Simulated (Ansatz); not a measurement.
The starting structures come from a database of crystals and need not be the phases stable at ambient conditions.

Tunnelling through a barrier is set by its complex band structure: the current falls as exp(−2κd) with the smallest κ.

Consider the following.

```
CELL_PARAMETERS angstrom
      4.54215     0.00000     0.00000
      0.00000    10.94794     0.00000
      0.00000     0.00000     4.54215
ATOMIC_POSITIONS crystal
  Cs 0.00000 0.50000 0.00000
  Cd 0.00000 0.16120 0.50000
  Cd 0.00000 0.83880 0.50000
  Cd 0.50000 0.16120 0.00000
  Cd 0.50000 0.83880 0.00000
  As 0.50000 0.29689 0.50000
  As 0.50000 0.70311 0.50000
  As 0.00000 0.00000 0.00000
```

Space group of this cell: P4/mmm. The cell is taken as given.

Transport runs along the normal of the first two printed cell vectors, the (100) plane of the conventional cell.

No gap correction and no spin-orbit coupling; mid-gap values are interpolated between computed energies.

**Question.** Predict the band gap and the smallest decay constant κ at mid-gap from r2SCAN run with Ansatz (a first-principles code).

**Answer.** Gap 0.61 eV on a 8×4×8 mesh; κ = 0.064 1/Å, at the zone centre.
